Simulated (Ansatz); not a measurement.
End structure of NH2 on the 1x1 (110) surface of 3C silicon carbide (cut with top plane C + Si), one in a 2x2 cell, started at the site 'over C at depth 1.5 Å':

Host crystal: 3C silicon carbide, with a band gap (PBE, scalar-relativistic without spin-orbit coupling).

```xyz
51
Lattice="6.1943 0.0000 0.0000 0.0000 8.7600 0.0000 0.0000 0.0000 27.0000" Properties=species:S:1:pos:R:3 pbc="T T T"
C      0.0000     3.2273     9.6400
C      0.0000     7.6073     9.6400
C      3.0971     3.2273     9.6400
C      3.0971     7.6073     9.6400
Si     1.5486     2.3762     9.8826
Si     1.5486     6.7562     9.8826
Si     4.6457     2.3762     9.8826
Si     4.6457     6.7562     9.8826
C      1.5486     1.0384    11.1621
C      1.5486     5.4184    11.1621
C      4.6457     1.0384    11.1621
C      4.6457     5.4184    11.1621
Si     0.0000    -0.0299    11.1216
Si     0.0000     4.3501    11.1216
Si     3.0971    -0.0299    11.1216
Si     3.0971     4.3501    11.1216
C      0.0000     3.2647    12.7216
C      0.0000     7.6447    12.7216
C      3.0971     3.2647    12.7216
C      3.0971     7.6447    12.7216
Si     1.5486     2.1693    12.7410
Si     1.5486     6.5493    12.7410
Si     4.6457     2.1693    12.7410
Si     4.6457     6.5493    12.7410
C      1.5471     1.0770    14.2794
C      1.5466     5.4428    14.2721
C      4.6472     1.0770    14.2794
C      4.6476     5.4428    14.2721
Si     0.0000    -0.0161    14.2547
Si     0.0000     4.3382    14.2903
Si     3.0971    -0.0151    14.2545
Si     3.0971     4.3529    14.2564
C      0.0000     3.2690    15.8638
C      0.0000     7.6042    15.8310
C      3.0971     3.2149    15.8339
C      3.0971     7.5997    15.8233
Si     1.5304     2.1730    15.8775
Si     1.5453     6.5345    15.8515
Si     4.6639     2.1730    15.8775
Si     4.6490     6.5345    15.8515
C      1.5524     1.0226    17.3488
C      1.5461     5.3848    17.2963
C      4.6419     1.0226    17.3488
C      4.6481     5.3848    17.2963
Si     0.0000     0.1809    17.1081
Si     0.0000     4.3908    17.4754
Si     3.0971     0.1748    17.0946
Si     3.0971     4.5478    17.1026
N      0.0000     3.5882    19.0019
H      0.8208     3.0098    19.1865
H     -0.8208     3.0098    19.1865
```

Slab: 51 atoms, 7.7 Å thick at the start under the adsorbate (thin: gaps and levels are the slab's own); k 3x3x1, smearing 0.01 eV, dipole-corrected; single point; on the structure that PBE left under its start's symmetry; spin-polarised, ending with about 1.0 μB a cell; orders that need a larger cell were not tried, no spin-orbit, no U, no dispersion correction. The program's check for a lower electronic state was not made. At the end it is bonded to Si. In PBE it is, or lies within 0.03 eV of, the lowest of the starts that converged; the order may differ at this level.

A negative adsorption energy means that the adsorbate is more stable on the surface than in its reference.

Estimate the adsorption energy against NH3(g) − ½ H2(g) at the same level that r2SCAN, at the PBE geometry and the start's symmetry (Ansatz, an electronic-structure program) returns for this input.

-18.4 kcal/mol

Predict the change of the step from the bottom to the top vacuum level, against the clean slab from r2SCAN, at the PBE geometry and the start's symmetry.

-0.093 eV
